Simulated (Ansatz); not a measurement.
Consider Rh in the fcc (Cu type) structure (space group Fm-3m, No. 225; a = 3.8320 Å; relaxed with 0.1 eV smearing).

All numbers come from Kohn–Sham DFT with the PBE functional, run in Ansatz (a program for electronic structure) with PAW and 420 eV plane waves, no SOC.

Base values:

Pressure: 0.0 GPa

One thing is altered: an isotropic linear strain of −3.00 %; the atoms relax in the strained cell.

Task: What does the calculation give for the energy relative to the base after the change?

Result: The energy goes up by 103 meV/atom.

Task: Predict the new pressure.

Result: The pressure goes from zero to 29.5 GPa.

Stability against distortions was not tested. The final runs are not spin-polarised.
